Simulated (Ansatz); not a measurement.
Structure of amorphous Si$_{15}$B$_{15}$N$_{35}$ (periodic cell):

```
CELL_PARAMETERS angstrom
      9.32322     0.00000     0.00000
      0.00000     9.32322     0.00000
      0.00000     0.00000     9.32322
ATOMIC_POSITIONS crystal
  Si 0.79817 0.63348 0.80839
  Si 0.98538 0.58838 0.22023
  Si 0.09835 0.44957 0.73913
  Si 0.59311 0.04196 0.67869
  Si 0.38080 0.46386 0.90520
  Si 0.88684 0.93473 0.73688
  Si 0.83439 0.86484 0.04401
  Si 0.46033 0.47811 0.37476
  Si 0.62513 0.23702 0.42319
  Si 0.57276 0.98859 0.21748
  Si 0.21886 0.52337 0.47895
  Si 0.93727 0.39238 0.49577
  Si 0.31862 0.74689 0.22691
  Si 0.14657 0.94643 0.74707
  Si 0.41544 0.78154 0.79875
  B  0.60147 0.73989 0.36335
  B  0.72705 0.96976 0.46839
  B  0.29594 0.05227 0.11668
  B  0.67632 0.11315 0.98102
  B  0.45015 0.31940 0.63526
  B  0.44974 0.26334 0.16716
  B  0.58847 0.26591 0.86111
  B  0.06648 0.05439 0.97770
  B  0.79975 0.58789 0.08131
  B  0.24289 0.28188 0.98640
  B  0.05909 0.68448 0.68337
  B  0.64847 0.76294 0.60120
  B  0.11337 0.85113 0.13093
  B  0.77298 0.40082 0.02219
  B  0.69442 0.52870 0.51500
  N  0.59919 0.10997 0.84564
  N  0.12669 0.70135 0.17404
  N  0.69368 0.27427 0.98530
  N  0.19206 0.13800 0.02809
  N  0.25474 0.90958 0.15804
  N  0.18452 0.60239 0.64078
  N  0.32366 0.59574 0.33814
  N  0.43525 0.10571 0.16308
  N  0.20531 0.38992 0.87641
  N  0.97310 0.58879 0.77193
  N  0.83850 0.71431 0.15571
  N  0.48885 0.35784 0.78430
  N  0.75329 0.37878 0.48581
  N  0.81180 0.81652 0.86128
  N  0.03751 0.50389 0.38584
  N  0.60438 0.58891 0.40113
  N  0.40970 0.64162 0.90434
  N  0.50545 0.81262 0.26073
  N  0.03113 0.83762 0.65415
  N  0.52318 0.18926 0.57547
  N  0.54868 0.84922 0.68573
  N  0.77226 0.01913 0.61511
  N  0.69285 0.82168 0.46024
  N  0.01639 0.05125 0.82510
  N  0.00414 0.94105 0.06854
  N  0.70654 0.62152 0.64178
  N  0.37153 0.41228 0.52809
  N  0.37096 0.34460 0.05812
  N  0.03955 0.32592 0.62137
  N  0.52511 0.32668 0.28857
  N  0.87189 0.45686 0.13683
  N  0.67638 0.06880 0.36031
  N  0.30457 0.92033 0.80659
  N  0.73106 0.53999 0.95067
  N  0.69990 0.99154 0.07747
```

Methods: PBE, scalar-relativistic without spin-orbit coupling (Ansatz, an electronic-structure program); r2SCAN, scalar-relativistic without spin-orbit coupling (Ansatz); HSE06, scalar-relativistic without spin-orbit coupling (Ansatz). Neutral PBE cell, which sets geometry, pressure and energy: sampling: a 2×2×2 Γ-centred mesh; Fermi-Dirac width 0.02 eV; no spin polarisation. Exact exchange is cut at the faces of this 9 Å cell, which leaves hybrid gaps a finite-size error.

It comes from a melt-quench run on a machine-learned potential (CHGNet), relaxed afterwards by DFT. N atoms were pushed apart under 1.9 Å during the dynamics, to hinder bonds among them. The hot cell started wider than the set density and was brought back towards it in steps. It is the lowest in DFT energy of 2 quenches. It is a model cell: composition and starting density were chosen by hand, and all elements were melted together. No dispersion term was used. Its density started from a set value of 2.20 and ended at 2.20 g/cm³. The simulated quench (nominally 500 K/ps over its main leg) is rapid and tends to freeze in more defects than a deposited or slowly cooled glass has. Values belong to this one cell and scatter from quench to quench. The volume was held where the preparation left it.

Problem. Give the pressure, the energy against reference phases and the spacing of the highest filled and lowest empty levels.

Solution. 
The pressure on a 2×2×2 Γ-centred mesh is -3.54 GPa and the largest force and stress component on that mesh (the relaxation ran on the zone centre alone) comes out as 0.12 eV/Å and 6.0 GPa. The energy relative to beta Si3N4 + bulk hexagonal BN (AA') (lowest mix at this level among the phases computed, not always the ambient ones) is 0.451 eV/atom and the level gap on a 2×2×2 Γ-centred mesh (PBE) comes out as 2.64 eV. The level gap at the zone centre (PBE) is 2.69 eV and the level gap at the zone centre (r2SCAN) is 3.08 eV. The level gap at the zone centre (HSE06) comes out as 3.98 eV and the distance between the nearest levels spread over more than a fifth of the atoms or a third of the atoms of their main element (six at least) (PBE, zone centre) is 2.91 eV.

Problem. At PBE and the zone centre, how localised are the states just below and above the Fermi level (participation number: the atoms over which a state spreads)?

Solution. The highest filled state is spread over 11.3 atoms' worth, largest on N47, with weights by element (charge in smoothed Voronoi cells) N 0.89, Si 0.07, B 0.04. The lowest empty state is spread over 12.7 atoms' worth, largest on Si14, with weights by element (charge in smoothed Voronoi cells) N 0.45, Si 0.45, B 0.10.

At PBE the levels at the filled edge of the gap are localised (band-tail or defect states).

Neighbours within Si-Si 2.60 Å, Si-B 2.28 Å, Si-N 2.08 Å, B-B 1.97 Å, B-N 1.74 Å, N-N 1.70 Å count as bonded. Two cations that share two anions don't count as bonded, nor two that share one unless they lie closer than Si-Si 2.38 Å, Si-B 2.09 Å, B-B 1.80 Å.

Added carriers, by PBE, scalar-relativistic without spin-orbit coupling run with Ansatz on the zone centre alone. Charged cells keep the cell fixed and stand in a uniform background, with no image correction, at a width of 0.01 eV; where the count is odd the moment is locked at 1 μB, unless the neutral cell bore moments. Each starts from the undistorted neutral geometry alone. PBE's self-interaction favours spread-out carriers, so it can miss traps that a hybrid finds.

Problem. What happens at PBE when the cell takes an extra electron and the atoms relax?

Solution. Relaxation lowers the charged cell by 0.90 eV. The largest moves are Si14 0.45 Å, N63 0.24 Å, B23 0.12 Å, Si15 0.11 Å. The level that holds the added charge spreads over 3.8 atoms' worth, most on Si14 (weight 0.46): a localised (trapped) carrier, which neighbours of that atom can share. No bond crosses its cut-off with a change of over 0.15 Å. Made neutral again at that geometry, the cell lies +0.89 eV from the neutral start.

Problem. What happens at PBE when the cell takes a hole and the atoms relax?

Solution. Relaxation lowers the charged cell by 0.10 eV. The largest moves are N59 0.11 Å, N47 0.07 Å, N36 0.07 Å, Si3 0.04 Å. The level that was emptied spreads over 12.4 atoms' worth, most on N47 (weight 0.16): a partly localised carrier. No bond crosses its cut-off with a change of over 0.15 Å. Made neutral again at that geometry, the cell lies +0.12 eV from the neutral start.

A PBE run started with 1 μB on atoms that lack a bond or may hold spare charge lost its moments; other starts weren't tried.
